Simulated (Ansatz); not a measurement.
free sheet of monolayer 1H WTe2 [a metastable form]: Te40W20, 3 atomic planes, area 219 Å², cell height 16.6 Å with vacuum; both faces free, started from the relaxed sheet, in-plane cell fixed at 1.000 times the relaxed lattice. These are PBE, large-core Te (plane waves, PAW; Ansatz, a quantum-chemistry and plane-wave program) values and carry that method's errors. Mean temperature 308 K, 12.0 ps sampled after 6.1 ps of Langevin dynamics; k-points: Γ only; no spin polarisation or spin-orbit coupling.

A denser in-plane k-mesh moves the forces of one frame by 0.02 eV/Å rms. Bonds are counted up to Te-W 3.15 Å; heights count from the centre of mass.

**Question.** What happens at the sheet: give the outer plane spacing; normal motion of the outer planes over that of the middle; in-plane diffusion; coordination in the top plane; mean vibrational (phonon) frequency.

**Answer.** 
outer plane spacing: 1.82 Å against 1.81 Å at the start (+0 %)
normal motion of the outer planes over that of the middle: 1.1
in-plane diffusion: none seen within 12.0 ps
coordination in the top plane: 3-fold 100 %
mean vibrational (phonon) frequency: 4.1 THz
